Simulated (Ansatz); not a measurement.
The reference is TiS₂ in the CdI2 type structure (space group P-3m1, No. 164; a = 3.361 Å, c = 5.523 Å; layered, stacked along the Cartesian z axis).

Calculations: plane-wave PAW DFT at the PBE-D3(BJ) level (Ansatz, a first-principles code, 420 eV), no SOC, earlier PAW set.

One change was made to it. Results:

| quantity | base | after |
|---|---|---|
| density | 3.44 g/cm³ | 6.09 g/cm³ |
| c/a ratio | 1.643 | 1.719 |

Problem. What was done to the base?
A) pressure 15 GPa
B) pressure −1 GPa
C) pressure 100 GPa
D) pressure 50 GPa

Solution. C, pressure 100 GPa. For comparison, the density in the other runs: pressure 15 GPa gives 4.18 g/cm³; pressure 50 GPa gives 5.15 g/cm³; pressure −1 GPa gives 3.34 g/cm³.

Load acts through the strain it causes; cell and atoms are relaxed under it. No phonon test of stability was made. Competing high-pressure phases were not computed. The base started in P3m1 and relaxed to P-3m1 at this level. All final runs are without spin polarisation.
